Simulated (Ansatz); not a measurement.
Data:

```
AlP
1.0
    0.00000     2.73533     2.73533
    2.73533     0.00000     2.73533
    2.73533     2.73533     0.00000
Al P
1 1
Direct
  0.00000   0.00000   0.00000
  0.75000   0.75000   0.75000
```

Level of theory: PBEsol, rigid bands (plane waves, PAW, scalar-relativistic; Ansatz, a program for electronic structure). Cell: cell and atoms relaxed with PBEsol.

Task: Predict the electron conductivity mass (n e² τ/σ) at 300 K, by direction if it differs.

Result: 0.33 mₑ.

Task: Predict the hole conductivity mass (n e² τ/σ) at 300 K, by direction if it differs.

Result: 0.60 mₑ.

Task: And the band gap?

Result: 1.45 eV at this level; semilocal functionals usually fall short of the measured gap.

Rigid bands, one relaxation time for all states, no polarons. Spin-orbit coupling is left out; where it splits the top of the valence band it changes the hole mass and lowers the gap by about a third of the splitting.
